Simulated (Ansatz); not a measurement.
## Si well of 13 atomic layers along [001] in random Si0.5Ge0.5, Ge share that oscillates in the well

Prepared with Tersoff's 1989 multicomponent potential (SiCGe.tersoff) (LAMMPS): minimisation. Geometry as solved with PBE, support functions at accuracy medium on the grid of 370 eV (Ansatz, a first-principles code).

```xyz
720
Lattice="16.85 0.00 0.00 0.00 16.85 0.00 0.00 0.00 55.31" Properties=species:S:1:pos:R:3 pbc="T T T"
Si    -0.03     0.00     0.00
Ge     1.42     1.39     1.40
Si     2.82     2.81     0.01
Si     4.22     4.20     1.35
Si     2.83    -0.01     2.80
Si     4.18     1.39     4.19
Si     0.04     2.80     2.81
Si     1.43     4.13     4.19
Ge     0.01     0.00     5.65
Si     1.46     1.40     7.01
Si     2.80     2.75     5.57
Ge     4.22     4.17     6.98
Si     2.84     0.02     8.36
Si     4.19     1.39     9.78
Ge     0.02     2.77     8.43
Si     1.41     4.20     9.82
Ge    -0.01     0.02    11.24
Si     1.40     1.45    12.60
Si     2.78     2.76    11.16
Ge     4.22     4.14    12.57
Ge     2.80     0.00    13.98
Si     4.24     1.38    15.39
Si    -0.01     2.81    13.95
Ge     1.34     4.21    15.39
Si     0.00    -0.02    16.78
Si     1.37     1.36    18.15
Ge     2.81     2.77    16.79
Si     4.21     4.20    18.19
Si     2.78    -0.02    19.49
Ge     4.20     1.41    20.87
Si     0.00     2.80    19.49
Si     1.39     4.20    20.86
Si     0.03     0.02    22.19
Si     1.40     1.42    23.57
Si     2.78     2.84    22.25
Si     4.22     4.22    23.57
Si     2.80     0.01    24.91
Si     4.21     1.40    26.26
Si     0.00     2.81    24.93
Si     1.41     4.21    26.27
Si     0.00     0.01    27.62
Si     1.40     1.40    28.97
Si     2.81     2.80    27.61
Si     4.22     4.21    28.96
Si     2.81     0.00    30.31
Si     4.22     1.40    31.65
Si     0.00     2.80    30.31
Si     1.41     4.21    31.64
Si    -0.01     0.00    33.00
Si     1.41     1.41    34.31
Si     2.82     2.81    32.99
Si     4.24     4.18    34.34
Ge     2.81    -0.01    35.69
Ge     4.24     1.43    37.13
Ge     0.00     2.79    35.73
Si     1.40     4.22    37.12
Si    -0.03     0.01    38.48
Ge     1.38     1.44    39.86
Si     2.79     2.85    38.48
Ge     4.22     4.21    39.90
Ge     2.83     0.02    41.28
Si     4.23     1.43    42.67
Si     0.01     2.81    41.33
Si     1.40     4.20    42.67
Ge    -0.03     0.02    44.09
Si     1.42     1.39    45.49
Ge     2.82     2.82    44.09
Si     4.22     4.22    45.53
Si     2.81     0.02    46.85
Ge     4.20     1.41    48.29
Ge     0.03     2.80    46.92
Si     1.45     4.19    48.33
Ge     0.00     0.02    49.66
Ge     1.41     1.44    51.12
Si     2.82     2.84    49.71
Si     4.22     4.16    51.09
Si     2.80    -0.01    52.49
Ge     4.20     1.42    53.88
Si    -0.04     2.80    52.54
Ge     1.39     4.18    53.92
Ge    -0.05     5.65    -0.03
Ge     1.38     7.04     1.43
Ge     2.78     8.45    -0.02
Ge     4.24     9.86     1.38
Ge     2.83     5.56     2.81
Si     4.25     6.98     4.20
Si     0.00     8.46     2.81
Si     1.38     9.81     4.17
Ge     0.02     5.56     5.56
Ge     1.43     6.97     7.01
Ge     2.81     8.41     5.55
Ge     4.18     9.88     7.01
Si     2.79     5.54     8.41
Ge     4.20     6.93     9.79
Ge    -0.02     8.41     8.41
Ge     1.39     9.90     9.80
Si    -0.02     5.57    11.18
Si     1.33     6.98    12.54
Ge     2.77     8.40    11.20
Ge     4.22     9.85    12.58
Ge     2.76     5.62    13.94
Ge     4.20     7.02    15.39
Ge    -0.04     8.37    13.99
Ge     1.37     9.83    15.40
Si    -0.06     5.63    16.81
Si     1.35     6.97    18.19
Ge     2.78     8.42    16.85
Si     4.21     9.84    18.21
Si     2.79     5.60    19.52
Si     4.21     7.01    20.85
Si    -0.03     8.41    19.51
Si     1.39     9.82    20.85
Si    -0.01     5.61    22.21
Si     1.42     6.99    23.54
Si     2.79     8.39    22.18
Ge     4.22     9.81    23.56
Si     2.82     5.61    24.92
Si     4.22     7.01    26.27
Ge    -0.01     8.42    24.91
Si     1.42     9.84    26.30
Si     0.00     5.60    27.62
Si     1.40     7.02    28.95
Si     2.82     8.42    27.62
Si     4.21     9.82    28.97
Si     2.81     5.61    30.29
Si     4.20     7.01    31.64
Si     0.01     8.42    30.31
Si     1.40     9.83    31.66
Si     0.01     5.61    32.98
Si     1.40     7.02    34.32
Si     2.81     8.42    33.00
Si     4.20     9.82    34.36
Ge     2.82     5.62    35.72
Si     4.24     7.04    37.11
Ge     0.01     8.43    35.73
Si     1.46     9.82    37.11
Si     0.02     5.62    38.46
Ge     1.45     7.01    39.86
Si     2.86     8.44    38.46
Si     4.22     9.82    39.87
Si     2.79     5.58    41.31
Ge     4.22     6.98    42.70
Ge    -0.01     8.46    41.26
Ge     1.40     9.88    42.71
Ge     0.00     5.57    44.11
Ge     1.41     6.98    45.58
Ge     2.82     8.44    44.15
Si     4.23     9.83    45.54
Si     2.82     5.54    46.94
Ge     4.21     7.01    48.28
Si     0.00     8.40    46.97
Si     1.37     9.81    48.31
Ge    -0.01     5.57    49.71
Ge     1.37     7.04    51.15
Ge     2.80     8.46    49.72
Si     4.21     9.82    51.16
Ge     2.85     5.58    52.50
Ge     4.27     7.02    53.92
Si    -0.04     8.44    52.55
Si     1.36     9.82    53.89
Ge    -0.02    11.24    -0.03
Ge     1.40    12.69     1.40
Si     2.86    14.07     0.02
Si     4.19    15.47     1.42
Ge     2.81    11.26     2.86
Si     4.20    12.67     4.26
Si    -0.05    14.07     2.79
Ge     1.42    15.41     4.20
Ge     0.04    11.27     5.57
Si     1.45    12.65     6.99
Si     2.83    14.03     5.65
Si     4.19    15.42     7.02
Si     2.81    11.31     8.41
Si     4.20    12.70     9.76
Ge    -0.01    14.01     8.38
Ge     1.44    15.48     9.78
Si    -0.04    11.29    11.18
Ge     1.37    12.72    12.56
Si     2.84    14.07    11.16
Si     4.19    15.45    12.53
Ge     2.79    11.27    13.99
Si     4.21    12.66    15.37
Si    -0.04    14.08    14.01
Si     1.35    15.46    15.38
Ge    -0.07    11.27    16.79
Si     1.39    12.64    18.18
Ge     2.79    14.06    16.76
Si     4.22    15.47    18.15
Si     2.80    11.24    19.53
Si     4.22    12.65    20.85
Si    -0.02    14.04    19.50
Si     1.40    15.43    20.84
Si    -0.03    11.21    22.17
Ge     1.40    12.63    23.56
Si     2.82    14.06    22.18
Si     4.19    15.47    23.55
Si     2.81    11.22    24.96
Si     4.19    12.62    26.31
Si     0.00    14.05    24.96
Si     1.41    15.45    26.28
Si     0.00    11.23    27.63
Si     1.40    12.64    28.97
Si     2.80    14.04    27.63
Si     4.22    15.44    28.97
Si     2.81    11.23    30.31
Si     4.21    12.63    31.66
Si     0.00    14.04    30.31
Si     1.40    15.44    31.66
Si    -0.01    11.23    33.00
Si     1.40    12.62    34.36
Si     2.80    14.02    33.00
Si     4.22    15.44    34.31
Si     2.79    11.21    35.71
Ge     4.17    12.61    37.14
Si    -0.03    14.01    35.69
Ge     1.36    15.41    37.12
Ge     0.01    11.25    38.47
Si     1.39    12.68    39.89
Si     2.77    14.03    38.52
Ge     4.25    15.41    39.86
Ge     2.83    11.27    41.25
Si     4.23    12.67    42.66
Si    -0.01    14.00    41.29
Ge     1.38    15.42    42.67
Si    -0.01    11.28    44.09
Si     1.39    12.61    45.45
Ge     2.83    14.02    44.10
Si     4.18    15.48    45.50
Ge     2.77    11.22    46.91
Si     4.13    12.65    48.35
Ge     0.00    14.05    46.84
Ge     1.47    15.44    48.27
Ge     0.03    11.21    49.76
Si     1.42    12.68    51.13
Si     2.82    14.05    49.75
Si     4.19    15.45    51.13
Ge     2.81    11.25    52.54
Si     4.22    12.67    53.95
Si     0.01    13.99    52.53
Ge     1.40    15.43    53.92
Ge     5.63     0.00     0.03
Si     7.05     1.43     1.40
Si     8.42     2.84     0.06
Si     9.81     4.24     1.41
Ge     8.40     0.01     2.84
Si     9.85     1.38     4.20
Ge     5.60     2.81     2.79
Si     7.02     4.25     4.17
Ge     5.57    -0.03     5.60
Ge     7.01     1.39     7.05
Ge     8.41     2.80     5.55
Ge     9.81     4.20     7.01
Si     8.45     0.00     8.42
Si     9.83     1.33     9.82
Si     5.59     2.79     8.45
Si     6.98     4.19     9.79
Si     5.55     0.00    11.17
Ge     6.97     1.38    12.58
Ge     8.43     2.80    11.16
Si     9.85     4.15    12.60
Ge     8.46    -0.04    13.95
Ge     9.91     1.39    15.37
Si     5.60     2.77    14.03
Si     7.00     4.15    15.37
Si     5.60     0.03    16.80
Si     7.01     1.40    18.17
Ge     8.43     2.81    16.78
Si     9.85     4.23    18.17
Si     8.43     0.01    19.51
Si     9.83     1.41    20.86
Si     5.64     2.83    19.50
Si     7.04     4.23    20.86
Si     5.64     0.00    22.24
Si     7.03     1.41    23.57
Si     8.43     2.81    22.21
Si     9.83     4.22    23.56
Si     8.44     0.02    24.92
Si     9.83     1.42    26.27
Si     5.62     2.80    24.91
Si     7.02     4.21    26.26
Si     5.62     0.01    27.62
Si     7.02     1.41    28.96
Si     8.42     2.81    27.61
Si     9.83     4.21    28.96
Si     8.43     0.00    30.30
Si     9.83     1.40    31.65
Si     5.62     2.81    30.31
Si     7.02     4.21    31.65
Si     5.63     0.01    33.00
Si     7.04     1.40    34.37
Si     8.42     2.80    32.99
Si     9.84     4.17    34.34
Si     8.44     0.00    35.73
Si     9.81     1.38    37.11
Si     5.64     2.81    35.70
Si     6.98     4.18    37.11
Si     5.67     0.01    38.51
Si     7.04     1.39    39.90
Si     8.37     2.76    38.45
Ge     9.78     4.13    39.87
Si     8.46     0.03    41.27
Si     9.79     1.35    42.75
Si     5.63     2.76    41.28
Ge     6.99     4.16    42.75
Ge     5.61     0.03    44.10
Si     7.02     1.45    45.49
Si     8.44     2.77    44.12
Si     9.82     4.15    45.49
Ge     8.44     0.05    46.90
Si     9.86     1.45    48.29
Si     5.61     2.81    46.85
Ge     7.01     4.19    48.27
Si     5.56     0.02    49.77
Si     6.96     1.41    51.11
Ge     8.42     2.77    49.72
Ge     9.85     4.25    51.13
Ge     8.35     0.02    52.54
Ge     9.82     1.47    53.94
Si     5.62     2.82    52.47
Ge     7.02     4.20    53.93
Si     5.63     5.61     0.05
Si     7.06     6.97     1.39
Si     8.37     8.36    -0.03
Ge     9.79     9.78     1.35
Si     8.44     5.61     2.80
Si     9.82     7.00     4.17
Ge     5.66     8.38     2.80
Si     7.03     9.82     4.21
Si     5.63     5.61     5.57
Si     6.99     7.00     6.94
Ge     8.44     8.42     5.59
Si     9.88     9.83     6.97
Ge     8.34     5.62     8.39
Ge     9.85     7.04     9.76
Ge     5.61     8.39     8.35
Ge     7.04     9.85     9.75
Si     5.62     5.54    11.18
Ge     7.02     6.96    12.56
Ge     8.44     8.45    11.20
Ge     9.85     9.91    12.61
Ge     8.44     5.54    14.00
Ge     9.83     7.01    15.45
Ge     5.65     8.43    13.99
Ge     7.09     9.86    15.40
Ge     5.64     5.59    16.79
Si     7.05     7.05    18.17
Si     8.45     8.44    16.83
Si     9.85     9.84    18.14
Si     8.44     5.63    19.51
Si     9.83     7.04    20.86
Si     5.62     8.42    19.52
Si     7.04     9.82    20.86
Si     5.62     5.62    22.21
Si     7.03     7.01    23.56
Si     8.42     8.42    22.21
Si     9.82     9.82    23.56
Si     8.42     5.60    24.91
Si     9.82     7.01    26.26
Si     5.65     8.39    24.94
Si     7.03     9.82    26.28
Si     5.62     5.61    27.61
Si     7.02     7.01    28.96
Si     8.43     8.42    27.62
Si     9.82     9.83    28.97
Si     8.42     5.61    30.30
Si     9.82     7.01    31.66
Si     5.61     8.42    30.31
Si     7.01     9.83    31.65
Si     5.60     5.61    32.98
Si     6.97     7.03    34.33
Si     8.39     8.40    32.98
Ge     9.81     9.86    34.33
Ge     8.38     5.58    35.70
Ge     9.80     7.04    37.11
Si     5.60     8.41    35.71
Ge     7.01     9.85    37.11
Si     5.61     5.61    38.44
Ge     6.98     7.04    39.84
Si     8.43     8.46    38.51
Si     9.85     9.81    39.85
Ge     8.38     5.59    41.28
Ge     9.85     7.03    42.66
Si     5.56     8.41    41.25
Ge     6.98     9.80    42.64
Si     5.60     5.59    44.16
Si     6.98     7.00    45.49
Ge     8.39     8.39    44.09
Ge     9.87     9.81    45.48
Ge     8.45     5.61    46.87
Si     9.88     7.00    48.29
Si     5.61     8.40    46.85
Ge     6.99     9.79    48.29
Ge     5.61     5.59    49.74
Ge     7.04     7.01    51.18
Ge     8.47     8.39    49.70
Si     9.82     9.79    51.13
Si     8.46     5.62    52.57
Si     9.81     7.00    53.95
Si     5.63     8.47    52.52
Si     6.99     9.80    53.94
Si     5.62    11.24    -0.05
Ge     6.98    12.62     1.38
Ge     8.42    14.02    -0.05
Ge     9.83    15.42     1.43
Ge     8.42    11.22     2.82
Ge     9.85    12.66     4.25
Ge     5.57    14.07     2.83
Si     7.02    15.43     4.23
Ge     5.66    11.27     5.59
Si     7.04    12.70     7.00
Si     8.39    14.07     5.61
Ge     9.84    15.44     6.99
Ge     8.50    11.29     8.35
Si     9.87    12.68     9.81
Si     5.60    14.04     8.37
Ge     7.02    15.43     9.80
Ge     5.63    11.32    11.16
Si     7.09    12.67    12.59
Si     8.47    14.03    11.20
Si     9.88    15.40    12.57
Si     8.45    11.31    14.00
Si     9.87    12.63    15.36
Ge     5.60    14.04    13.94
Ge     7.01    15.45    15.41
Ge     5.60    11.26    16.80
Si     7.04    12.64    18.20
Ge     8.47    14.02    16.80
Si     9.87    15.47    18.17
Si     8.44    11.22    19.51
Si     9.87    12.61    20.83
Si     5.62    14.06    19.50
Si     7.01    15.46    20.85
Si     5.64    11.24    22.18
Si     7.03    12.59    23.56
Ge     8.44    14.03    22.21
Si     9.85    15.47    23.59
Si     8.43    11.21    24.92
Si     9.82    12.64    26.26
Ge     5.61    14.03    24.92
Si     7.04    15.47    26.29
Si     5.62    11.22    27.63
Si     7.02    12.64    28.96
Si     8.42    14.05    27.62
Si     9.83    15.45    28.96
Si     8.42    11.23    30.32
Si     9.83    12.66    31.64
Si     5.62    14.04    30.32
Si     7.03    15.44    31.65
Si     5.61    11.22    33.02
Si     7.03    12.64    34.34
Si     8.43    14.04    33.00
Si     9.82    15.44    34.36
Si     8.40    11.27    35.71
Ge     9.86    12.63    37.10
Ge     5.64    14.07    35.73
Si     7.04    15.51    37.11
Si     5.60    11.22    38.54
Si     6.98    12.64    39.88
Ge     8.41    14.08    38.53
Si     9.85    15.48    39.91
Ge     8.43    11.24    41.22
Ge     9.87    12.65    42.67
Si     5.63    14.00    41.28
Ge     7.03    15.46    42.62
Ge     5.56    11.24    44.08
Ge     6.99    12.67    45.50
Ge     8.46    14.09    44.11
Si     9.86    15.48    45.52
Ge     8.43    11.23    46.89
Ge     9.85    12.67    48.29
Ge     5.53    14.07    46.94
Ge     6.98    15.51    48.35
Ge     5.55    11.23    49.71
Ge     6.97    12.65    51.16
Ge     8.41    14.06    49.74
Ge     9.86    15.46    51.16
Ge     8.43    11.18    52.55
Si     9.85    12.63    53.88
Si     5.56    14.07    52.55
Si     6.98    15.42    53.91
Ge    11.26     0.03     0.04
Si    12.69     1.41     1.41
Si    14.05     2.76     0.01
Ge    15.44     4.16     1.40
Si    14.03    -0.02     2.76
Ge    15.43     1.41     4.17
Ge    11.24     2.81     2.80
Si    12.63     4.21     4.22
Si    11.23    -0.02     5.53
Ge    12.63     1.37     6.93
Si    14.00     2.82     5.56
Ge    15.39     4.19     7.00
Ge    14.05    -0.03     8.42
Si    15.43     1.40     9.84
Ge    11.22     2.74     8.42
Ge    12.69     4.19     9.80
Si    11.23    -0.02    11.19
Si    12.62     1.40    12.54
Si    14.07     2.78    11.22
Si    15.45     4.19    12.59
Ge    13.98    -0.02    13.98
Ge    15.45     1.41    15.39
Si    11.27     2.79    13.93
Ge    12.65     4.19    15.37
Si    11.28    -0.03    16.79
Si    12.65     1.39    18.14
Si    14.04     2.80    16.81
Si    15.42     4.21    18.16
Si    14.05    -0.01    19.49
Si    15.47     1.38    20.82
Si    11.23     2.80    19.49
Si    12.61     4.23    20.83
Si    11.23     0.00    22.21
Si    12.60     1.40    23.59
Ge    14.04     2.81    22.21
Si    15.46     4.23    23.59
Si    14.01     0.03    24.94
Si    15.44     1.41    26.28
Si    11.22     2.82    24.92
Si    12.63     4.21    26.27
Si    11.23     0.01    27.61
Si    12.63     1.40    28.96
Si    14.04     2.81    27.62
Si    15.44     4.21    28.97
Si    14.03     0.00    30.31
Si    15.43     1.40    31.66
Si    11.23     2.81    30.31
Si    12.63     4.21    31.66
Si    11.23     0.00    33.01
Si    12.63     1.39    34.36
Si    14.03     2.81    33.01
Si    15.46     4.21    34.32
Si    14.03    -0.02    35.72
Si    15.43     1.33    37.09
Si    11.19     2.75    35.70
Ge    12.62     4.16    37.07
Si    11.22    -0.01    38.48
Si    12.62     1.32    39.89
Ge    14.04     2.73    38.50
Ge    15.49     4.20    39.88
Si    14.04     0.04    41.30
Si    15.44     1.43    42.66
Ge    11.20     2.69    41.30
Ge    12.63     4.17    42.68
Si    11.21     0.01    44.14
Si    12.60     1.38    45.52
Ge    14.05     2.77    44.14
Si    15.45     4.21    45.54
Si    14.04     0.02    46.86
Si    15.41     1.39    48.27
Si    11.23     2.80    46.88
Ge    12.63     4.24    48.28
Ge    11.24     0.06    49.71
Si    12.63     1.44    51.15
Ge    14.05     2.79    49.73
Si    15.44     4.20    51.16
Ge    14.05     0.04    52.54
Si    15.46     1.42    53.95
Si    11.26     2.83    52.51
Ge    12.65     4.22    53.95
Si    11.19     5.63     0.03
Si    12.61     7.01     1.35
Si    14.00     8.38    -0.02
Ge    15.39     9.80     1.41
Ge    13.99     5.61     2.78
Ge    15.45     7.04     4.18
Ge    11.25     8.41     2.80
Si    12.62     9.88     4.21
Ge    11.25     5.64     5.61
Si    12.63     7.04     7.04
Ge    13.99     8.45     5.60
Ge    15.41     9.89     7.01
Si    14.03     5.65     8.39
Si    15.45     6.96     9.79
Si    11.23     8.45     8.35
Ge    12.61     9.88     9.76
Ge    11.23     5.58    11.22
Ge    12.68     7.00    12.64
Ge    14.06     8.41    11.16
Ge    15.42     9.89    12.60
Si    14.11     5.58    14.01
Si    15.41     6.99    15.42
Ge    11.28     8.47    14.05
Si    12.68     9.88    15.44
Si    11.26     5.60    16.81
Si    12.64     7.03    18.14
Si    14.03     8.42    16.77
Si    15.40     9.79    18.16
Si    14.03     5.63    19.50
Si    15.43     7.02    20.87
Si    11.24     8.43    19.50
Si    12.63     9.82    20.86
Si    11.22     5.62    22.20
Si    12.63     7.01    23.56
Si    14.02     8.42    22.21
Si    15.41     9.84    23.53
Si    14.03     5.61    24.92
Si    15.42     6.99    26.29
Si    11.21     8.39    24.89
Ge    12.63     9.83    26.26
Si    11.23     5.62    27.61
Si    12.63     7.01    28.98
Si    14.05     8.40    27.65
Si    15.45     9.83    28.97
Si    14.04     5.61    30.31
Si    15.45     7.02    31.65
Si    11.23     8.43    30.32
Si    12.64     9.84    31.65
Si    11.23     5.61    33.00
Si    12.65     7.03    34.31
Si    14.05     8.44    32.99
Si    15.41     9.86    34.35
Ge    14.07     5.64    35.71
Si    15.46     7.04    37.16
Ge    11.29     8.45    35.73
Si    12.69     9.86    37.12
Ge    11.22     5.60    38.50
Ge    12.64     7.09    39.87
Si    14.08     8.48    38.48
Si    15.42     9.87    39.88
Ge    14.04     5.62    41.27
Ge    15.43     7.03    42.72
Si    11.22     8.48    41.27
Ge    12.66     9.84    42.68
Ge    11.22     5.58    44.11
Ge    12.67     7.02    45.53
Si    14.04     8.43    44.10
Ge    15.48     9.80    45.48
Si    14.10     5.62    46.91
Si    15.46     7.00    48.30
Si    11.23     8.38    46.92
Ge    12.62     9.77    48.32
Si    11.25     5.65    49.69
Si    12.64     6.95    51.12
Ge    14.08     8.38    49.76
Si    15.45     9.83    51.18
Si    14.05     5.62    52.50
Si    15.39     7.05    53.88
Ge    11.25     8.39    52.52
Si    12.69     9.80    53.91
Ge    11.26    11.23    -0.05
Ge    12.68    12.65     1.43
Si    14.11    14.03     0.01
Si    15.44    15.46     1.39
Si    14.04    11.23     2.85
Si    15.44    12.65     4.16
Si    11.26    14.05     2.83
Si    12.62    15.47     4.15
Si    11.27    11.23     5.64
Si    12.62    12.64     7.02
Ge    14.02    14.05     5.58
Si    15.44    15.42     7.01
Si    14.02    11.31     8.40
Si    15.42    12.63     9.80
Si    11.25    14.04     8.42
Si    12.60    15.44     9.81
Si    11.24    11.31    11.20
Si    12.62    12.64    12.63
Ge    14.03    14.04    11.21
Si    15.43    15.43    12.63
Si    14.00    11.28    14.02
Si    15.40    12.69    15.36
Si    11.24    14.03    13.99
Si    12.60    15.40    15.40
Si    11.24    11.24    16.76
Si    12.64    12.64    18.12
Si    14.02    14.04    16.75
Si    15.43    15.43    18.12
Si    14.01    11.22    19.49
Si    15.42    12.62    20.83
Si    11.25    14.04    19.49
Si    12.64    15.44    20.85
Si    11.23    11.21    22.21
Si    12.62    12.64    23.55
Si    14.02    14.01    22.18
Ge    15.43    15.45    23.56
Si    14.05    11.27    24.89
Si    15.44    12.64    26.28
Si    11.24    14.04    24.92
Si    12.63    15.44    26.28
Si    11.20    11.26    27.64
Si    12.63    12.64    28.96
Si    14.04    14.04    27.62
Si    15.44    15.44    28.96
Si    14.04    11.24    30.30
Si    15.44    12.64    31.65
Si    11.23    14.06    30.30
Si    12.63    15.44    31.66
Si    11.26    11.28    32.97
Si    12.64    12.66    34.36
Si    14.04    14.04    33.00
Si    15.43    15.44    34.36
Si    14.03    11.25    35.71
Si    15.44    12.63    37.04
Si    11.25    14.07    35.70
Si    12.60    15.47    37.07
Si    11.25    11.18    38.50
Ge    12.62    12.63    39.91
Ge    14.03    14.05    38.43
Ge    15.45    15.46    39.92
Si    14.09    11.26    41.30
Si    15.45    12.65    42.69
Si    11.23    14.09    41.27
Ge    12.64    15.48    42.71
Si    11.25    11.24    44.07
Ge    12.62    12.68    45.46
Si    14.08    14.06    44.07
Si    15.40    15.46    45.48
Ge    14.02    11.22    46.89
Ge    15.46    12.62    48.31
Si    11.22    14.09    46.87
Ge    12.64    15.47    48.27
Ge    11.21    11.21    49.75
Ge    12.64    12.60    51.19
Ge    14.03    14.04    49.73
Ge    15.48    15.44    51.14
Si    14.08    11.20    52.56
Si    15.44    12.64    53.89
Si    11.23    14.02    52.56
Ge    12.66    15.40    53.95
```
